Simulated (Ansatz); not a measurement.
SiN₂ (model structure, Pa-3, No. 205, 12 atoms in the cell), treated with HSE06 (PAW; Ansatz, a quantum-chemistry and plane-wave program).

Run with plane-wave cutoff 460 eV, 6×6×6 k mesh, Fermi–Dirac smearing 0.01 eV, scalar-relativistic PAW data made under PBE.

The cell is the one relaxed with PBEsol. Conventional cell: a = 4.4412 Å, b = 4.4412 Å, c = 4.4412 Å, α = 90.00°, β = 90.00°, γ = 90.00°.

```xyz
12
Lattice="4.4412 0.0000 0.0000 0.0000 4.4412 0.0000 0.0000 0.0000 4.4412" Properties=species:S:1:pos:R:3 pbc="T T T"
Si     0.0000     2.2206     2.2206
Si     2.2206     0.0000     2.2206
Si     0.0000     0.0000     0.0000
Si     2.2206     2.2206     0.0000
N      2.6418     4.0200     0.4212
N      0.4212     2.6418     4.0200
N      2.6418     2.6418     2.6418
N      1.7994     1.7994     1.7994
N      4.0200     0.4212     2.6418
N      4.0200     1.7994     0.4212
N      0.4212     4.0200     1.7994
N      1.7994     0.4212     4.0200
```

List the 36 lowest band energies at Γ above −25 eV (eV, relative to the valence band maximum), grouping those that round alike.

At Γ: -23.34, -19.89 (×3), -14.95 (×3), -12.66, -8.72 (×3), -7.95 (×3), -7.61 (×2), -7.60, -6.22 (×3), -4.60 (×3), -1.21 (×3), -0.04 (×2), 7.65, 8.95, 9.75 (×3), 10.85 (×3).

Note: the run warned that its exchange threshold was loose for the stress; the relaxation could raise the start's symmetry but not lower it, so the cell can be a saddle point; cell and atoms aren't relaxed at this level (largest force component 0.05 eV/Å, pressure -5.0 GPa).

A model structure was made by putting elements into a prototype or built by hand; it is no filed structure, need not be a known phase, and can be a saddle point held by its symmetry.
